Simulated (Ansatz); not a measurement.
```xyz
4
Lattice="3.1662 0.0000 0.0000 1.5831 2.7420 0.0000 0.0000 0.0000 5.0527" Properties=species:S:1:pos:R:3 pbc="T T T"
Si     1.5831     0.9140     5.0440
Si     3.1662     1.8280     2.5177
C      1.5831     0.9140     1.9034
C      3.1662     1.8280     4.4298
```

No spin polarisation.

All numbers come from DFT with PBE, PAW potentials and a 420 eV plane-wave cutoff in Ansatz (an electronic-structure program), no SOC. k-mesh 12×12×7 (Γ-centred); smearing 0.05 eV (Fermi–Dirac).

Problem. Predict the valence-band top at Γ, band gap and in-plane stress.

Solution. Valence-band top at Γ (three highest levels, from the VBM): 0.00, -0.11, -0.11 eV
Band gap: 2.42 eV
Mean in-plane stress (compression positive): -12.7 GPa

The cells carry an imposed strain or load. Stability against distortions was not tested. The cell was made from SiC in the wurtzite structure (space group P6_3mc, No. 186) by this change: biaxial strain +2.40 %, plane normal [001], relaxed out of plane.
